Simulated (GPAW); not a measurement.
Band structure of SrMg (Amm2, 6 atoms in the cell).

```
CELL_PARAMETERS angstrom
      6.01833     0.00000     0.00000
      0.00000     2.08776     9.20513
      0.00000    -2.08776     9.20513
ATOMIC_POSITIONS crystal
  Sr 0.00000 0.00785 0.00785
  Sr 0.00000 0.32416 0.32416
  Sr 0.50000 0.56199 0.56199
  Mg 0.00000 0.66726 0.66726
  Mg 0.50000 0.88304 0.88304
  Mg 0.50000 0.22236 0.22236
```

Computed with LDA (Perdew-Wang 92), GPAW PAW datasets LDA (gpaw-data 1.0.1) (plane waves; GPAW 25.7.0).

Settings: mode = pw; ecut = 800 eV; xc = LDA; kpts = 3 4 4; mesh shift (steps) = 0 0 0; occupations.name = fermi-dirac; occupations.width = 0.1 eV; nbands = -10; symmetry.symmorphic = false; symmetry.tolerance = 0.0005; maxiter = 150; bandpath_npoints = 40.

The starting cell comes from a database of computed structures (which also holds hypothetical and non-ambient phases and stackings), without a prior relaxation at this level.

Levels in eV from the Fermi level, bands 27 to 34:
```tsv
point	27	28	29	30	31	32	33	34
Γ	-2.62	-1.10	-0.52	-0.09	0.00	0.93	1.02	1.56
X	-2.17	-0.99	-0.53	0.22	0.22	0.42	0.58	0.74
S	-2.04	-1.11	-0.55	0.21	0.24	0.46	0.57	0.73
R	-1.72	-1.34	-1.08	-0.42	-0.32	0.25	0.33	0.39
A	-1.65	-1.24	-1.17	-0.54	-0.33	0.30	0.43	0.49
Z	-2.37	-1.66	-1.48	-1.25	1.16	1.18	1.58	1.63
Y	-1.30	-1.17	-0.57	-0.36	-0.20	0.12	1.16	1.66
X1	-2.17	-0.99	-0.53	0.22	0.22	0.42	0.58	0.74
A1	-1.65	-1.24	-1.17	-0.54	-0.33	0.30	0.43	0.49
T	-3.00	-2.49	-0.51	-0.25	0.35	0.61	1.65	1.74
```

Bands cross the Fermi level along this path, so the cell is metallic at this level.
